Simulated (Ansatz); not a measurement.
Consider Ti-vacancy pair (Ti on one host Al site, one Al site vacant) in fcc Al, neutral cell. The step: Ti and the vacancy change places (Ti-vacancy distance between ideal sites 2.86 Å throughout); the atom moves 2.96 Å along (0.00, 0.52, 0.52) of the unit cell; the moving atom starts with neighbours Al at 2.80, 6 Al at 2.82, 4 Al at 2.83 Å and ends with Al at 2.80, 6 Al at 2.82, 4 Al at 2.83 Å. DFT values are from Ansatz (plane-wave PAW, 420 eV unless said) in a cell of 32 host sites, spin-restricted, static, with no finite-size correction. Forms of the defect that were not tried may lie lower. The start lies 0.39 eV above the lowest site run (PBE). For the PBE band: the saddle point's order was not checked, and it lies on a symmetry element of the cell, where a band can be held.

```csv
Level,Forward barrier (eV),Cost of the band or of the saddle's single point
"CHGNet universal potential (has no charge state), its own band",0.78,-
"PBE, a 3×3×3 k-point mesh shifted by half a step, band relaxed",1.32,about 17 core-minutes (a rough figure)
"PBE, a 5×5×5 k-point mesh shifted by half a step, same geometries",1.22,about 4 core-minutes (a rough figure)
"r2SCAN at 500 eV, a 3×3×3 k-point mesh shifted by half a step, same geometries",…,very roughly 2.9 core-minutes
```

### Question
Fill in the missing entries.

### Answer

- r2SCAN at 500 eV, a 3×3×3 k-point mesh shifted by half a step, same geometries, Forward barrier (eV): 1.46

Ansatz is a quantum-chemistry and plane-wave program.
